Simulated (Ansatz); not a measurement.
The starting structures come from a database of crystals and need not be the phases stable at ambient conditions.

By PBEsol, the system below comes out a metal.

Without scattering a metal conducts by its projected Fermi surface.

Input:

```xyz
4
Lattice="5.5763 0.0000 0.0000 -2.7882 4.8292 0.0000 2.7882 1.6097 2.2765" Properties=species:S:1:pos:R:3 pbc="T T T"
Hf     0.0000     0.0000     0.0000
Ir     1.3941     2.4146     0.0000
Ir     2.7882     0.0000     0.0000
Ir    -1.3941     2.4146     0.0000
```

Space group of this cell: Pm-3m, Cu3Au type. The cell is taken as given; by PBEsol its mean pressure is -4.4 GPa.

The current flows along the normal of the first two printed cell vectors, the (111) plane of the conventional cell. No spin-orbit coupling; the value is a mean over 0.1 eV about the Fermi level.

**Question.** Compute, with PBEsol (Ansatz, a program for electronic structure), the ballistic conductance per area.

**Answer.** 0.94 × 10¹⁵ S/m² for both spins.
